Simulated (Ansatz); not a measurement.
Results of r²SCAN in Ansatz (plane waves, PAW) for IrC (model structure, Fm-3m, No. 225, 2 atoms in the cell).

Settings: plane-wave cutoff 560 eV, 22×22×22 k mesh, Fermi–Dirac smearing 0.05 eV, no spin polarisation, scalar-relativistic PAW data made under PBE.

Cell (relaxed at this level):

```
CELL_PARAMETERS angstrom
      0.00000     2.18985     2.18985
      2.18985     0.00000     2.18985
      2.18985     2.18985     0.00000
ATOMIC_POSITIONS crystal
  Ir 0.00000 0.00000 0.00000
  C  0.50000 0.50000 0.50000
```

**Question.** Give the computed bulk modulus.

**Answer.** 
- bulk modulus: 332 GPa

Note: the run has no spin polarisation, so it can have missed a magnetic state; the bulk modulus is −V dP/dV from two relaxed cells at ±2 % in volume; the relaxation could raise the start's symmetry but not lower it, so the cell can be a saddle point.

Spin–orbit coupling is not included; it can open a gap where bands touch, and shift volumes and moduli.

Cost on a shared machine: very roughly 26 core-seconds.

A model structure was made by putting elements into a prototype or built by hand; it is no filed structure, need not be a known phase, and can be a saddle point held by its symmetry.

Ansatz is a program for electronic structure.
